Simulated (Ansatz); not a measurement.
OH on the 1x1 (111) surface of fcc Al, one in a 2x2 cell, started at the site 'hollow Al-Al-Al over Al at depth 2.3 Å'

Computed with PBE (plane waves to 420 eV, PAW; Ansatz, an electronic-structure program).

Set-up: 18 atoms, 7.0 Å thick at the start under the adsorbate (thin: gaps and levels are the slab's own); mesh 6x6x1; 0.1 eV smearing; dipole correction on; 8 atoms held, the rest relaxed; held to the start's symmetry, so lower structures may exist; spin-polarised, no spin-orbit, no U, no dispersion correction. The starting moment vanished. At the end it is bonded to 2 Al. In PBE it is, or lies within 0.03 eV of, the lowest of the starts that converged.

| Property | Value |
|---|---|
| adsorption energy against H2O(g) − ½ H2(g) | -0.73 eV |
| work function of the top face | 3.28 eV |
| change of the work function | -0.75 eV |
| change of the step from the bottom to the top vacuum level, against the clean slab | -0.76 eV |
| energy released by relaxation | 1.08 eV |
| height of the binding atom over the mean of the host atoms within 0.3 Å of the top one | 1.453 Å |
| magnetic moment of the cell | 0.00 μB |
| nearest host atoms of the binding atom | Al at 1.95 Å, Al at 1.95 Å, Al at 3.05 Å |
| largest move of a host atom | 0.22 Å |
| note | the adsorbate left its starting site by 0.9 Å |
| cost | about 20 core-minutes (a rough figure) |

A negative adsorption energy means that the adsorbate is more stable on the surface than in its reference.
